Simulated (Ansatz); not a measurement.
## What isotropic strain −3.53 % does to CoPdO2

The parent structure is CoPdO2 (space group R-3m, No. 166; a = 2.862 Å, c = 17.853 Å (hexagonal axes); not spin-polarised; relaxed with 0.1 eV smearing).

Now apply this change: an isotropic linear strain of −3.53 %; the atoms relax in the strained cell.

All numbers come from Ansatz (a quantum-chemistry and plane-wave program) PBE, scalar-relativistic without spin-orbit coupling. Γ-centred 20×20×20 mesh, Fermi–Dirac width 0.1 eV.

```json
[
 {"quantity": "volume per atom", "base": "10.56 Å³", "changed": "9.48 Å³", "shift": "-1.08 Å³"},
 {"quantity": "space group", "base": "R-3m (No. 166)", "changed": "R-3m (No. 166)", "shift": "–"},
 {"quantity": "shortest interatomic distance", "base": "1.911 Å", "changed": "1.851 Å", "shift": "-0.0606 Å"},
 {"quantity": "energy relative to the base (free energy F)", "base": "0 meV/atom", "changed": "+88 meV/atom", "shift": "+88 meV/atom"},
 {"quantity": "band gap", "base": "zero", "changed": "zero", "shift": "–"}
]
```

Cost of the whole job for the changed cell (relaxation, final SCF and bands): very roughly 2.7 core-minutes.

Whether these cells are dynamically stable was not tested. Starting moments died away, wholly or in part, for the base; another magnetic solution may exist. No Hubbard U is applied and the magnetic state is the run's own (CoPdO2 not spin-polarised; CoPdO2 non-magnetic); other magnetic orders, which need larger cells, were not tried and can change the gap. The final runs are not spin-polarised. An odd electron count without spin: CoPdO2.
